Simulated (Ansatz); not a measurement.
Abridged Ansatz (a first-principles code) output:

```
Pseudopotential: Ru, paw, valence charge 16
Crystal: 2 atoms, lattice volume = 26.643 Å³
Basis set: ecut = 420 eV, 537 PW (Γ), exchange–correlation on 36×36×60 points (8 copies of the dense FFT grid, shifted against one another)
Bands: 20, of which v1, the nominal top of the filled ones, is band 16 counted from 1 (15 counted from 0)
Symmetry: 24 space group operations
k-points: 264 of 4400
Functional: x = pbesol(κ = 0.804, μ = 0.12345679012345678), c = pbesol(β = 0.046)
SCF iter   1: F=—  HF=-11633.018512 eV  |F-HF|=—  |Δ(HF+E_count)|=         —  Δρ=1.09e-2  dr2=1.99e-2  ethr=1.77e-3  ⟨swp⟩=5.1  Hψ=20790  notcnv=0
SCF iter   2: F=—  HF=-11633.015410 eV  |F-HF|=—  |Δ(HF+E_count)|=   3.10e-3  Δρ=5.66e-3  dr2=5.02e-3  ethr=6.21e-5  ⟨swp⟩=2.0  Hψ=12350  notcnv=0  defer=1
SCF 1 converged in 7 iterations: F = -11633.014448 eV  dr2 = 2.84e-12
SCF converged after 7 iterations
Free energy (F): -11633.014448 eV
Internal energy: -11633.001212 eV  (E = F + TS)
E sigma→0 (E₀):  -11633.007830 eV
Entropy (-TS):   -0.013236 eV (-6.618 meV/atom)
Fermi energy:    23.956206 eV
--- Forces (eV/Å), atoms counted from 1 ---
  atom   1  Ru     0.00000000     0.00000000     0.00000000
  atom   2  Ru    -0.00000000    -0.00000000     0.00000000
--- Stress (GPa, compression-positive) ---
       -0.000046      -0.000000       0.000000
        0.000000      -0.000046       0.000000
        0.000000       0.000000      -0.000058
  P = ⅓ Tr σ = -0.0000 GPa (-0.000 kbar)
```

### Question
What was computed, and what are the main results?

### Answer
Ru, 2 atoms in the cell, with plane-wave PAW DFT at the PBEsol level (Ansatz, 420 eV), without spin-orbit coupling. The last SCF converged to F = -11633.014448 eV, or -5816.5072 eV per atom, at a pressure of 0.00 GPa. The total energy compares only with runs of the same code, potentials and settings.

Whether these cells are dynamically stable was not tested. All final runs are without spin polarisation. The cell was made from Fe by this change: Fe → Ru.
